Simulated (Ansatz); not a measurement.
We consider RbMgH3 (P6₃/mmc, No. 194; start mp-23738), described by G0W0@PBEsol (hard PAW, contour deformation; Ansatz, a quantum-chemistry and plane-wave program).

The cell is the one relaxed with PBEsol.

The quasiparticle gap at Γ at a fixed k mesh 3×3×1:

```
response cutoff           value (eV)
------------------------  ----------
100 eV, 1749 empty bands       4.892
125 eV, 2444 empty bands       4.934
150 eV, 3213 empty bands       4.966
200 eV, 4947 empty bands       5.006
```

Problem. Taking the value to converge with the response cutoff E as E^(−3/2), extrapolate from the last two rows.

Solution. With y = y∞ + c/w and weights w = 1837 and 2828 for the last two rows, y∞ = (w2 y2 − w1 y1)/(w2 − w1) = (2828 × 5.006 − 1837 × 4.966)/991 = 5.080 eV, which lies 0.074 beyond the last row. Successive pairs of rows give 5.040, 5.068, 5.080. The limit also hangs on the law assumed, so its last digits aren't firm.

The other settings are not extrapolated, so this is the limit in one setting alone.

The smallest gap on this mesh is 4.76 eV, away from Γ.

Spin–orbit coupling is not included.

A start named mp-… is a Materials Project structure, which can be a computed phase never made.
